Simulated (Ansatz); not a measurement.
The cell is made up: elements placed on another compound's structure type, so the phase may be hypothetical.

By PBEsol, the system below comes out a metal.

A figure of merit of an interconnect metal is its ballistic conductance per area.

Consider the following.

```
OsN3
1.0
    3.80269     0.00000     0.00000
    0.00000     3.80269     0.00000
    0.00000     0.00000     3.80269
Os N
1 3
Cartesian
  0.00000   0.00000   0.00000
  0.00000   1.90135   0.00000
  1.90135   0.00000   0.00000
  0.00000   0.00000   1.90135
```

Space group of this cell: Pm-3m, ReO3 type. The cell was relaxed by PBE-D3(BJ); by PBEsol its mean pressure is -2.8 GPa.

The current flows along the normal of the first two printed cell vectors. No spin-orbit coupling; the value is a mean over 0.1 eV about the Fermi level.

Task: Estimate the ballistic conductance per area that PBEsol (Ansatz, a quantum-chemistry and plane-wave program) returns for this system.

Result: 0.79 × 10¹⁵ S/m² for both spins.
